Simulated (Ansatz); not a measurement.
Take MgTe in the zinc blende structure (space group F-43m, No. 216) as the base.

```
MgTe
1.0
    0.00000     3.25469     3.25469
    3.25469     0.00000     3.25469
    3.25469     3.25469     0.00000
Mg Te
1 1
Direct
  0.00000   0.00000   0.00000
  0.25000   0.25000   0.25000
```

Level of theory: PBE/PAW in Ansatz (a program for electronic structure), no spin-orbit coupling.

Strains are applied to the cell and any free atomic positions relax.

One change was made to it. Results:

| quantity | base | after |
|---|---|---|
| pressure | -0.01 GPa | -1.39 GPa |
| valley order (the lowest conduction-band minima on the path, energy above the VBM, named in the base's zone) | Γ 2.33 eV; X along ⟨100⟩ 2.88 eV; L along ⟨111⟩ 3.17 eV | Γ 2.14 eV; X along ⟨100⟩ 2.94 eV; L along ⟨111⟩ 3.06 eV |
| energy relative to the base (free energy F) | 0 meV/atom | +7.1 meV/atom |

### Question
Which of these changes matches the shifts?
A. isotropic strain +1.50 %
B. isotropic strain +2.50 %
C. isotropic strain +0.50 %
D. isotropic strain +2.00 %

### Answer
A, isotropic strain +1.50 %. For comparison, the valley order in the other runs: isotropic strain +0.50 % gives Γ 2.26 eV; X along ⟨100⟩ 2.90 eV; L along ⟨111⟩ 3.13 eV; isotropic strain +2.50 % gives Γ 2.02 eV; X along ⟨100⟩ 2.97 eV; L along ⟨111⟩ 2.98 eV; isotropic strain +2.00 % gives Γ 2.08 eV; X along ⟨100⟩ 2.96 eV; L along ⟨111⟩ 3.02 eV.

Spin-orbit coupling, missing from the scalar runs, can matter with Te. The levels and masses belong to the bands next to the band gap. Whether these cells are dynamically stable was not tested.
